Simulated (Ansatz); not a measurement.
A calculation on AlB2-type ZrB₂ returned lattice constant a 3.171 Å, lattice parameter c 3.542 Å.

For reference: lattice constant a 3.17 Å (measured, room temperature, not corrected to a static lattice; as tabulated in Zhang et al. (2020), arXiv:1911.03307); lattice parameter c 3.532 Å (measured, room temperature, no zero-point or thermal correction; as tabulated in Zhang et al. (2020), arXiv:1911.03307).

Which level of theory produced these numbers?
(A) PBE-D3(BJ) (Ansatz, a first-principles code)
(B) PBE (Ansatz)
(C) Hartree–Fock (Ansatz)
(D) LDA (Ansatz)

B, PBE (Ansatz)

The others give: LDA 3.133 Å, 3.488 Å; Hartree–Fock 3.196 Å, 3.608 Å; PBE-D3(BJ) 3.145 Å, 3.510 Å.

Unless a cell is named, each level is at its own relaxed cell (Hartree–Fock 10.64, LDA 9.88, PBE 10.28, PBE-D3(BJ) 10.02 Å³/atom).

Ansatz's density-functional and Hartree–Fock values are scalar-relativistic unless marked +SOC, with PAW data made under PBE.
